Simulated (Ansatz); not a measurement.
The reference is KTaO3 in the cubic perovskite structure (space group Pm-3m, No. 221).

KTaO$_{3}$ has the cubic space group Pm-3m (No. 221), the cubic perovskite structure, Pearson symbol cP5. Lattice parameters: a = b = c = 3.9520 Å, α = β = γ = 90.00°. K on 1a is coordinated by 12 O at 2.794 Å (cuboctahedral). Ta on 1b is surrounded by 6 O at 1.976 Å (octahedral). O on 3c is coordinated by 2 Ta at 1.976 Å and 4 K at 2.794 Å (octahedral). (Neighbours: up to the widest gap in distance over summed covalent radii, below 1.35, at either atom; cation-cation and far metal-metal contacts left out.)

Level of theory: LDA (Ansatz, a quantum-chemistry and plane-wave program; PAW; 420 eV plane waves; no SOC).

Strains are applied to the cell and any free atomic positions relax.

One change was made to it. Results:

```tsv
quantity	base	after
gap character	indirect, R → Γ	indirect, R → Γ
smallest direct gap	2.73 eV	2.61 eV
band gap	2.13 eV	1.98 eV
```

Problem. Name the change that was made.
A) isotropic strain +2.40 %
B) isotropic strain +0.60 %
C) isotropic strain +1.20 %

Solution. A, isotropic strain +2.40 %. For comparison, the band gap in the other runs: isotropic strain +1.20 % gives 2.05 eV; isotropic strain +0.60 % gives 2.09 eV.

Spin-orbit coupling, missing from the scalar runs, can matter with Ta. Whether these cells are dynamically stable was not tested.
